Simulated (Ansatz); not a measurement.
AlBN₂ (model structure, started from the BeSiN2 type, I-42d, No. 122, 8 atoms in the cell) was calculated with LDA (PAW; Ansatz, a program for electronic structure).

Run with plane-wave cutoff 520 eV, 12×12×12 k mesh, Fermi–Dirac smearing 0.01 eV, scalar-relativistic PAW data made under PBE.

Computed at the level's own relaxed cell.

```
AlBN2
1.0
   -2.02814     2.02814     3.78248
    2.02814    -2.02814     3.78248
    2.02814     2.02814    -3.78248
Al B N
2 2 4
Direct
  0.00000   0.00000   0.00000
  0.75000   0.25000   0.50000
  0.50000   0.50000   0.00000
  0.25000   0.75000   0.50000
  0.37500   0.43155   0.55655
  0.56845   0.12500   0.94345
  0.87500   0.81845   0.44345
  0.18155   0.62500   0.05655
```

Q: List the 22 lowest band energies at Γ above −25 eV (eV, relative to the valence band maximum), grouping those that round alike.

A: At Γ: -17.62, -13.14, -13.13 (×2), -8.10, -5.76, -5.67 (×2), -5.48, -5.06, -4.57, -2.64 (×2), -0.09 (×2), 0.00, 2.74, 5.99, 7.60 (×2), 8.06, 9.34.

Note: the relaxation could raise the start's symmetry but not lower it, so the cell can be a saddle point.

A model structure was made by putting elements into a prototype or built by hand; it is no filed structure, need not be a known phase, and can be a saddle point held by its symmetry.
